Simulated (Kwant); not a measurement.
Device: wire with a row of barriers in a CdTe two-dimensional gas. Effective mass 0.096 mₑ, grid spacing 4.2 nm, hard walls, nominal width 100 nm (23 grid rows, so walls 100.8 nm apart), one parabolic valley, scattering region 420 nm long along x; energies count from the band bottom; Fermi energy swept from 0.00031336 to 0.0037211 eV. 2 barrier(s) across the wire, height 0.044 eV, thickness 8.4 nm (about 2 grid columns), spaced by 25.2 nm.

Constants are typed, rounded textbook-type inputs, not results; the design itself was drawn at random and stands for no fabricated device.

Computed with Kwant: effective-mass tight-binding model on a square grid, one spin, coherent transport at 0 K. Conductance is in e²/h.

Sweep values stay those of the base run.

The barrier height was swept, all else fixed.

```json
[
 {"barrier height (eV)": "0.022", "G (e²/h) at E = 3.721 meV": "0.12", "G (e²/h) at E = 1.149 meV": "6.5e-5", "G (e²/h) at E = 2.006 meV": "0.00052", "G (e²/h) at E = 2.864 meV": "0.0060"},
 {"barrier height (eV)": "0.031", "G (e²/h) at E = 3.721 meV": "0.16", "G (e²/h) at E = 1.149 meV": "1.0e-5", "G (e²/h) at E = 2.006 meV": "7.1e-5", "G (e²/h) at E = 2.864 meV": "0.00058"},
 {"barrier height (eV)": "0.037", "G (e²/h) at E = 3.721 meV": "0.0096", "G (e²/h) at E = 1.149 meV": "3.7e-6", "G (e²/h) at E = 2.006 meV": "2.5e-5", "G (e²/h) at E = 2.864 meV": "0.00018"},
 {"barrier height (eV)": "0.044", "G (e²/h) at E = 3.721 meV": "0.0015", "G (e²/h) at E = 1.149 meV": "1.3e-6", "G (e²/h) at E = 2.006 meV": "8.6e-6", "G (e²/h) at E = 2.864 meV": "5.6e-5"},
 {"barrier height (eV)": "0.053", "G (e²/h) at E = 3.721 meV": "0.00028", "G (e²/h) at E = 1.149 meV": "4.3e-7", "G (e²/h) at E = 2.006 meV": "2.7e-6", "G (e²/h) at E = 2.864 meV": "1.6e-5"},
 {"barrier height (eV)": "0.066", "G (e²/h) at E = 3.721 meV": "4.6e-5", "G (e²/h) at E = 1.149 meV": "1.1e-7", "G (e²/h) at E = 2.006 meV": "6.5e-7", "G (e²/h) at E = 2.864 meV": "3.7e-6"},
 {"barrier height (eV)": "0.088", "G (e²/h) at E = 3.721 meV": "4.8e-6", "G (e²/h) at E = 1.149 meV": "1.7e-8", "G (e²/h) at E = 2.006 meV": "9.7e-8", "G (e²/h) at E = 2.864 meV": "5.0e-7"}
]
```

From the first row to the last the G at E = 3.721 meV goes from 0.12 to 4.8e-6. From the first row to the last the G at E = 1.149 meV goes from 6.5e-5 to 1.7e-8.
